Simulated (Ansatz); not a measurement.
## LiCl under a change: isotropic strain +1.00 %

The parent structure is LiCl in the rock salt structure (space group Fm-3m, No. 225; a = 5.064 Å).

Perturbation: an isotropic linear strain of +1.00 %; the atoms relax in the strained cell.

Level of theory: Kohn–Sham DFT with the PBEsol functional, run in Ansatz (a quantum-chemistry and plane-wave program) with PAW and 420 eV plane waves, without spin-orbit coupling. Settings: 11×11×11 k-points, 0.05 eV Fermi–Dirac smearing.

- Volume per atom = 16.73 Å³ (base 16.23 Å³)
- Space group = Fm-3m (No. 225) (base Fm-3m (No. 225))
- Energy relative to the base (free energy F) = +1.5 meV/atom
- Pressure = -0.98 GPa (base 0.00 GPa)
- Band gap = 6.17 eV (base 6.35 eV)
- Gap character = direct at Γ (base direct at Γ)
- Mean gap deformation potential ΔEg/Δln V = -5.8 eV
- Electron mass = 0.46 mₑ (at Γ) (base 0.46 mₑ (at Γ))
- Valley order (the lowest conduction-band minima on the path, energy above the VBM, named in the base's zone) = Γ 6.17 eV; L along ⟨111⟩ 6.55 eV; X along ⟨100⟩ 7.72 eV (base Γ 6.35 eV; L along ⟨111⟩ 6.58 eV; X along ⟨100⟩ 7.78 eV)

Final structure:

```
LiCl
1.0
    0.00000     2.55742     2.55742
    2.55742     0.00000     2.55742
    2.55742     2.55742     0.00000
Li Cl
1 1
Direct
  0.00000   0.00000   0.00000
  0.50000   0.50000   0.50000
```

Masses are band curvatures over ±0.01 Å⁻¹ around the edge. No phonon test of stability was made.
